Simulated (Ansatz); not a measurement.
The reference is GaN in the wurtzite structure (space group P6_3mc, No. 186; a = 3.183 Å, c = 5.184 Å). Axes: x lies along a and z along c of the hexagonal cell.

Level of theory: r2SCAN in Ansatz (plane waves to 500 eV, PAW, scalar-relativistic without spin-orbit coupling).

Before the change:

```
Item        Value
--------  -------
Band gap  2.35 eV
```

It is then changed as follows: biaxial strain −1.74 %, plane normal [001], relaxed out of plane (Cartesian); in-plane vectors clamped, the third vector and the atoms free.

Question: Estimate the effect on the in-plane stress and band gap.

Answer: The mean in-plane stress (compression positive) amounts to +8.4 GPa; the band gap grows by 0.07 eV to 2.42 eV.

Stability against distortions was not tested.

Ansatz is a program for electronic structure.
